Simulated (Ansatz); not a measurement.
## GaN in the wurtzite structure (space group P6_3mc, No. 186)

GaN has the hexagonal space group P6₃mc (No. 186), the wurtzite structure, Pearson symbol hP4. Cell: a = 3.1827 Å, b = 3.1827 Å, c = 5.1857 Å, α = 90.00°, β = 90.00°, γ = 120.00°. Ga on 2b has 4 N at 1.946–1.953 Å (tetrahedral). N on 2b is coordinated by 4 Ga at 1.946–1.953 Å (tetrahedral). (Neighbours: up to the widest gap in distance over summed covalent radii, below 1.35, at either atom; cation-cation and far metal-metal contacts left out.)

All numbers come from PBEsol, PAW, 420 eV (Ansatz, a first-principles code; no spin-orbit coupling), earlier PAW set. k-mesh 12×12×7 (Γ-centred); smearing 0.05 eV (Fermi–Dirac).

| Quantity | Value |
|---|---|
| Volume per atom | 11.37 Å³ |
| Density | 6.11 g/cm³ |
| Band gap | 1.88 eV, direct at Γ |
| Electron mass | 0.16 mₑ along c, 0.17 mₑ across |
| Lowest conduction-band minima above the VBM | Γ 1.88 eV |
| Total energy | -2061.425 eV/atom (σ→0; compares only within this code and set-up) |

Effective masses come from finite differences of ±0.01 Å⁻¹. Whether these cells are dynamically stable was not tested.
